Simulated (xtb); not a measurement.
xtb 6.7.1, GFN2-xTB: [SiH3]O[SiH2]O[SiH](Cl)Cl, 13 atoms. The geometry is a generated start, not checked to be a minimum at this level.

```
Item                                                                                                            Value
------------------------  -------------------------------------------------------------------------------------------
method                                                                                                       GFN2-xTB
--acc                                                                                                     1 (default)
--etemp (K)                                                                                             300 (default)
detailed input (--input)  none: ANC optimiser, Lindh (1995) Hessian, microcycle=20, maxdispl=1.0, hlow=0.01 (default)
basis functions                                                                                                    64
valence electrons                                                                                                  44
```

```xyz
13

Si     2.9282    -0.3099     0.0865
O      1.3288    -0.0176     0.0776
Si    -0.0139     0.8527     0.2038
O     -1.2257    -0.1862    -0.1045
Si    -2.7665    -0.5988    -0.2916
Cl    -3.7504    -0.2509     1.4151
Cl    -3.5615     0.4960    -1.7656
H      3.5326     0.5320    -0.9442
H      3.0414    -1.7372    -0.2063
H      3.4275     0.0431     1.4147
H     -0.1661     1.3177     1.5738
H     -0.0444     1.8670    -0.8389
H     -2.7299    -2.0078    -0.6205
```

The structure is relaxed from this start with --opt LEVEL for the levels crude, sloppy, loose, lax, normal, tight, vtight, extreme, once each. Up to the end of the extreme run atoms move by at most 3.2 Å along an axis.

**Question.** What is the loosest level that ends within 1 meV of the extreme run, and how many cycles does it take?

**Answer.** vtight: 286 cycles against 288, ending 0.0028 meV above.

| level | cycles | energy above the extreme run (meV) | gradient norm (eV/Å) |
|---|---|---|---|
| crude | 1 | 82 | 0.15 |
| sloppy | 1 | 82 | 0.15 |
| loose | 1 | 82 | 0.15 |
| lax | 2 | 82 | 0.089 |
| normal | 4 | 81 | 0.027 |
| tight | 40 | 69 | 0.021 |
| vtight | 286 | under 0.01 | 0.0022 |
| extreme | 288 | — | 0.0015 |
